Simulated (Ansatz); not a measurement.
An ideal cubic perovskite cell is held by its symmetry; such compounds can tilt or shift off centre at room temperature.

The decay constant κ of evanescent states in the gap governs leakage through a thin film.

Data:

```xyz
5
Lattice="3.9275 0.0000 0.0000 0.0000 3.9275 0.0000 0.0000 0.0000 3.9275" Properties=species:S:1:pos:R:3 pbc="T T T"
Ba     1.9638     1.9638     1.9638
Ti     0.0000     0.0000     0.0000
O      1.9638     0.0000     0.0000
O      0.0000     1.9638     0.0000
O      0.0000     0.0000     1.9638
```

Space group of this cell: Pm-3m, cubic perovskite. The cell is strained (all lengths scaled by 0.98); by r2SCAN its mean pressure is 10.2 GPa.

Transport runs along the normal of the first two printed cell vectors, the (001) plane of the conventional cell.

No gap correction and no spin-orbit coupling; mid-gap values are interpolated between computed energies.

**Question.** Compute, with Ansatz (a first-principles code) with r2SCAN, the band gap and the smallest decay constant κ at mid-gap.

**Answer.** Gap 2.30 eV on a 8×8×8 mesh; κ = 0.251 1/Å, at the zone centre.
